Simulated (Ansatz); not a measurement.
# Pressure series in hypothetical CsCl type InP

Take InP in the CsCl type structure (space group Pm-3m, No. 221; a = 3.388 Å; a hypothetical phase, not in the database extracts checked) as the base.

Cell and atoms are relaxed at each pressure.

The values are results of PBEsol, PAW, 420 eV (Ansatz, a program for electronic structure; no spin-orbit coupling), not measurements.

| pressure (GPa) | volume per atom (Å³/atom) |
|---|---|
| -2 | 20.005 |
| -1 | 19.719 |
| 0 | 19.452 |
| 0.3 | 19.377 |
| 0.7 | 19.279 |
| 1.5 | 19.092 |
| 3 | ? |
| 5 | 18.362 |
| 10 | 17.521 |

### Question
Fit the third-order Birch–Murnaghan form P(V) = (3B₀/2)[(V₀/V)^(7/3) − (V₀/V)^(5/3)]·[1 + (3/4)(B₀′ − 4)((V₀/V)^(2/3) − 1)] (squares taken in P) to the rows shown and predict the withheld row.

### Answer
Least squares on the printed values gives V₀ = 19.454 Å³/atom, B₀ = 76.3 GPa, B₀′ = 4.3; this predicts 18.760 Å³/atom, and the run gives 18.760 Å³/atom, in agreement.

Load acts through the strain it causes; cell and atoms are relaxed under it. Stability against distortions was not tested. Competing high-pressure phases were not computed. All final runs are without spin polarisation.
